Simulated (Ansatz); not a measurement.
# ZrGe₂ (model structure, started from the MoSi2 type, I4/mmm, No. 139, 3 atoms in the cell): c axis length by level of theory

No measured value is used here.

```tsv
level (code)	value (Å)
PBE (Ansatz)	[?]
PBEsol (Ansatz)	9.117
PBE-D3(BJ) (Ansatz)	9.142
```

Question: Complete the blanks.

Answer: 
- PBE (Ansatz, a quantum-chemistry and plane-wave program), value (Å): 9.228

Ansatz's density-functional and Hartree–Fock values are scalar-relativistic unless marked +SOC, with PAW data made under PBE.

A model structure was made by putting elements into a prototype or built by hand; it is no filed structure, need not be a known phase, and can be a saddle point held by its symmetry.
